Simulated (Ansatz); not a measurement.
The reference is PbSe in the rock salt structure (space group Fm-3m, No. 225; a = 6.102 Å). Axes: x, y, z lie along the cube axes.

Now apply this change: biaxial strain −2.28 %, plane normal [001], relaxed out of plane (Cartesian); in-plane vectors clamped, the third vector and the atoms free.

Levels (all Ansatz, a quantum-chemistry and plane-wave program, PAW): PBEsol (420 eV, without spin-orbit coupling); r2SCAN (500 eV, no spin-orbit coupling); HSE06 (420 eV, without spin-orbit coupling).

One geometry, relaxed with PBEsol, under each level:

```tsv
level	band gap	pressure
PBEsol	zero	2.6 GPa
r2SCAN	(withheld)	(withheld)
HSE06	0.44 eV	–
```

Q: Give the withheld r2SCAN results.

A: 
- r2SCAN, band gap: 0.35 eV
- r2SCAN, pressure: 5.0 GPa

Single points use the geometry relaxed with PBEsol. Their cutoffs differ, which shifts pressures a little. HSE06 gaps are upper bounds (no full band path). Spin-orbit coupling, missing from the scalar runs, can matter with Pb. Stability against distortions was not tested. All final runs are without spin polarisation. Gaps under 0.05 eV, about the width of the smearing, are given as zero. The zero or small gap of PbSe can change with the level of theory.
